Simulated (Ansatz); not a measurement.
HfSiO (model structure, started from the ZrSiS type, P4/nmm, No. 129, 6 atoms in the cell) was calculated with LDA (Ansatz, a first-principles code, PAW).

Run with plane-wave cutoff 520 eV, 18×18×8 k mesh (along the axes of the cell as run), Fermi–Dirac smearing 0.05 eV, scalar-relativistic PAW data made under PBE.

Cell (relaxed at this level):

```xyz
6
Lattice="3.2387 0.0000 0.0000 0.0000 3.2387 0.0000 0.0000 0.0000 7.1251" Properties=species:S:1:pos:R:3 pbc="T T T"
Hf     0.0000     1.6194     4.9283
Hf     1.6194     0.0000     2.1968
Si     0.0000     0.0000     0.0000
Si     1.6194     1.6194     0.0000
O      1.6194     0.0000     4.3466
O      0.0000     1.6194     2.7785
```

**Question.** Estimate the bulk modulus that the calculation returns.

**Answer.** 
- bulk modulus = 200 GPa

The run finds no gap.

Note: the bulk modulus is −V dP/dV from two relaxed cells at ±2 % in volume; the relaxation could raise the start's symmetry but not lower it, so the cell can be a saddle point.

Spin–orbit coupling is not included; it can open a gap where bands touch, and shift volumes and moduli.

Cost on a shared machine: about 12 core-minutes (a rough figure).

A model structure was made by putting elements into a prototype or built by hand; it is no filed structure, need not be a known phase, and can be a saddle point held by its symmetry.
